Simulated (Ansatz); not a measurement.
## Element substitutions in InAs

Consider InAs in the zinc blende structure (space group F-43m, No. 216; a = 6.108 Å).

Each row replaces one element on all its sites; cell and atoms are relaxed.

Level of theory: r2SCAN/PAW in Ansatz (a quantum-chemistry and plane-wave program), no spin-orbit coupling, earlier PAW set.

| change | density | shortest interatomic distance | band gap |
|---|---|---|---|
| base | 5.53 g/cm³ | 2.645 Å | 0.08 eV |
| In → Ga | 5.28 g/cm³ | 2.453 Å | 0.97 eV |
| In → Ag | … | … | zero |
| As → Se | 4.66 g/cm³ | 2.821 Å | zero |

Complete the table.


- In → Ag, density: 6.19 g/cm³
- In → Ag, shortest interatomic distance: 2.516 Å

No phonon test of stability was made. As relaxed here, AgAs and InSe are hypothetical phases, not in the database extracts checked. All final runs are without spin polarisation. An odd electron count without spin: InSe. A zero or small gap of InAs can be the functional's error rather than a property of the material.
